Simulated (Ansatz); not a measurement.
The reference is CdS in the wurtzite structure (space group P6_3mc, No. 186; a = 4.164 Å, c = 6.767 Å).

Method: Kohn–Sham DFT with the r2SCAN functional, run in Ansatz (a quantum-chemistry and plane-wave program) with PAW and 500 eV plane waves, without spin-orbit coupling.

Before the change:

* **Lattice parameter a**: 4.164 Å

It is then changed as follows: hydrostatic tension (pressure −2 GPa).

Task: What does the calculation give for the lattice parameter a after the change?

Result: The lattice parameter a grows by 0.0506 Å (4.164 Å → 4.214 Å).

Load acts through the strain it causes; cell and atoms are relaxed under it. Stability against distortions was not tested.
